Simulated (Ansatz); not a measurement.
Start from Ag in the fcc (Cu type) structure (space group Fm-3m, No. 225; a = 4.149 Å; relaxed with 0.1 eV smearing).

Computed with plane-wave PAW DFT at the PBE level (Ansatz, an electronic-structure program, 420 eV), spin-orbit coupling left out, earlier PAW set.

Base values:

| Quantity | Value |
|---|---|
| Pressure | 0.0 GPa |

Modification: every lattice vector is shortened by 2.91 %; the atoms relax in the strained cell.

Question: How does this affect the pressure and energy relative to the base?

Answer: The pressure goes from zero to 10.4 GPa; the energy increases by 44 meV/atom.

Whether these cells are dynamically stable was not tested.
